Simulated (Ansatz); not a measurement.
Consider GaN in the zinc blende structure (space group F-43m, No. 216).

```xyz
2
Lattice="0.0000 2.2277 2.2277 2.2277 0.0000 2.2277 2.2277 2.2277 0.0000" Properties=species:S:1:pos:R:3 pbc="T T T"
Ga     0.0000     0.0000     0.0000
N      1.1138     1.1138     1.1138
```

Cartesian axes are those of the cell as printed.

Calculations: LDA, PAW, 420 eV (Ansatz, an electronic-structure program; no SOC).

Before the change:

```
Property                             Value
---------------------  -------------------
Valence-band top at Γ  0.00, 0.00, 0.00 eV
Band gap                           1.96 eV
Pressure                          0.00 GPa
Volume per atom                   11.06 Å³
```

It is then changed as follows: compressive biaxial strain of 1.00 % in the plane normal to [001], as in epitaxy on a mismatched substrate; the out-of-plane cell vector and the atoms relax.

How does this affect the valence-band top at Γ, band gap, energy relative to the base, pressure and volume per atom?

The valence-band top at Γ (three highest levels, from the VBM) goes from 0.00, 0.00, 0.00 eV to 0.00, 0.00, -0.10 eV; the band gap goes up by 0.025 eV (1.96 eV → 1.98 eV); the energy increases by 1.9 meV/atom; the pressure (mean of the normal stresses, compression positive) goes from zero to 1.89 GPa; the volume per atom decreases by 0.103 Å³, from 11.06 Å³ to 10.95 Å³.

Stability against distortions was not tested. This is not the structure that GaN has at room temperature and ambient pressure.
